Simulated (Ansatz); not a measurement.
Cubic perovskite CsPbF3

These are G0W0@HSE06 (Ansatz, a program for electronic structure, plane waves, hard PAW, contour deformation, complete-basis limit) values and carry that method's errors.

Settings: largest k mesh 4×4×4 (not extrapolated in the mesh).

Cell (measured lattice):

```cif
data_CsF3Pb
_chemical_formula_sum 'Cs1 F3 Pb1'
_space_group_name_H-M_alt 'Pm-3m'
_space_group_IT_number 221
_space_group_name_Hall '-P 4 2 3'
_cell_length_a 4.77480
_cell_length_b 4.77480
_cell_length_c 4.77480
_cell_angle_alpha 90.000
_cell_angle_beta 90.000
_cell_angle_gamma 90.000
loop_
_atom_site_label
_atom_site_type_symbol
_atom_site_symmetry_multiplicity
_atom_site_Wyckoff_symbol
_atom_site_fract_x
_atom_site_fract_y
_atom_site_fract_z
_atom_site_occupancy
Cs1 Cs 1 b 0.50000 0.50000 0.50000 1
F1 F 3 d 0.00000 0.00000 0.50000 1
Pb1 Pb 1 a 0.00000 0.00000 0.00000 1
```

```
Item       Result
--------  -------
band gap  5.32 eV
```

Note: filled d or f shells below the valence bands can shift G0W0 gaps through exchange with them, which wasn't tested here; GW on a hybrid start was not checked against another program; cell and atoms aren't relaxed at this level; the gap holds a correction of +0.64 eV to the complete basis.

Spin–orbit coupling is not included; with these elements it can move the gap by several tenths of an eV or more.

Static lattice: no zero-point or thermal effects.
